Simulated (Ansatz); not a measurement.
Functionals compared on the (10-13) surface of hcp Y in its 1x1 cell, outermost plane spacing 0.27 Å in the ideal cut (one of several cuts of this face), in Ansatz (plane waves, PAW). The structure was relaxed with PBE; the other rows are single points on it, each with its references at the same level. Cutoff 420 eV (500 eV for r2SCAN).

Set-up: 14 atoms, 10.0 Å thick at the start (thin: gaps and levels are the slab's own); mesh 10x4x1; 0.1 eV smearing; dipole correction on; all atoms relaxed; held to the part of the start's symmetry that mesh and held atoms allow; no spin, no spin-orbit, no U. These notes are the PBE run's.

| functional | surface energy (J/m²) | work function of the top face (eV) | rough cost of the single point |
|---|---|---|---|
| PBE | 1.06 | 2.93 | – |
| LDA | 1.20 | 3.11 | about 2.4 core-minutes (a rough figure) |
| PBEsol | 1.16 | 2.98 | around 2.8 core-minutes (rough) |
| RPBE | 0.97 | 2.82 | around 2.9 core-minutes (rough) |
| r2SCAN | … | … | around 6 core-minutes (rough) |

### Question
Some entries are withheld; supply them.

### Answer

- r2SCAN, surface energy (J/m²): 1.13
- r2SCAN, work function of the top face (eV): 2.92

Ansatz is a program for electronic structure.
